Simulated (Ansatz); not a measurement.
CrAuO2: response to strain

Start from CrAuO2 (space group R-3m, No. 166; a = 2.9849 Å, c = 18.2743 Å (hexagonal axes); ferromagnetic; a model cell, its experimental status unchecked). Axes: x lies along a and z along c of the hexagonal cell.

Strains are applied to the cell and any free atomic positions relax; under biaxial strain the out-of-plane vector relaxes too; under stress the whole cell relaxes.

Calculations: DFT with PBEsol, PAW potentials and a 420 eV plane-wave cutoff in Ansatz (a program for electronic structure), no spin-orbit coupling.

Notes on the quantities. energy relative to the base: free energy F.

```tsv
case	energy relative to the base	band gap	smallest direct gap	volume per atom
base	0 meV/atom	0.46 eV	1.14 eV	11.75 Å³
biaxial strain −4.69 %, plane normal [001], relaxed out of plane	+45 meV/atom	zero	–	11.16 Å³
biaxial strain +1.63 %, plane normal [001], relaxed out of plane	+4.9 meV/atom	0.71 eV	1.22 eV	12.00 Å³
biaxial strain +4.07 %, plane normal [001], relaxed out of plane	+29 meV/atom	0.70 eV	1.26 eV	12.38 Å³
isotropic strain +1.19 %	+8.6 meV/atom	0.44 eV	1.06 eV	12.17 Å³
isotropic strain +1.98 %	+23 meV/atom	0.42 eV	1.02 eV	12.46 Å³
uniaxial strain ε_yy = +2.57 %	+6.2 meV/atom	0.57 eV	1.14 eV	12.05 Å³
uniaxial strain ε_zz = +0.36 %	+0.2 meV/atom	0.42 eV	1.11 eV	11.79 Å³
uniaxial stress, 0.5 GPa tension along x	0.0 meV/atom	0.47 eV	1.14 eV	11.76 Å³
uniaxial stress, 0.5 GPa tension along z	0.0 meV/atom	0.44 eV	1.12 eV	11.75 Å³
```

The mesh was chosen for an insulator and is coarse for the gapless case. Spin-orbit coupling, missing from the scalar runs, can matter with Au. Beyond what the load breaks, stability against distortions was not tested. No Hubbard U is applied and the magnetic state is the run's own (CrAuO2 ferromagnetic); other magnetic orders, which need larger cells, were not tried and can change the gap. Where the two band edges lie in opposite spin channels, the gap is a spin-flip gap.
